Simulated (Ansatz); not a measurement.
We consider stishovite (SiO2), described by PBEsol (plane waves, PAW; Ansatz, an electronic-structure program).

Numerical settings: plane-wave cutoff 520 eV, 8×8×12 k mesh (along the axes of the cell as run), Fermi–Dirac smearing 0.01 eV, scalar-relativistic PAW data made under PBE.

Cell (measured lattice):

```yaml
crystal:
  lattice:
    - [4.17900, 0.00000, 0.00000]
    - [0.00000, 4.17900, 0.00000]
    - [0.00000, 0.00000, 2.66490]
  atoms:
    - { symbol: Si, position: [0.00000, 0.00000, 0.00000] }
    - { symbol: Si, position: [0.50000, 0.50000, 0.50000] }
    - { symbol: O, position: [0.30566, 0.30566, 0.00000] }
    - { symbol: O, position: [0.80566, 0.19434, 0.50000] }
    - { symbol: O, position: [0.19434, 0.80566, 0.50000] }
    - { symbol: O, position: [0.69434, 0.69434, 0.00000] }
```

Question: Predict the band gap.

Answer: 
- band gap = 5.57 eV (direct)

Note: cell and atoms aren't relaxed at this level (pressure 4.0 GPa).

The computed numbers hold no vibrational or temperature effects.

The result took roughly 8 core-seconds.
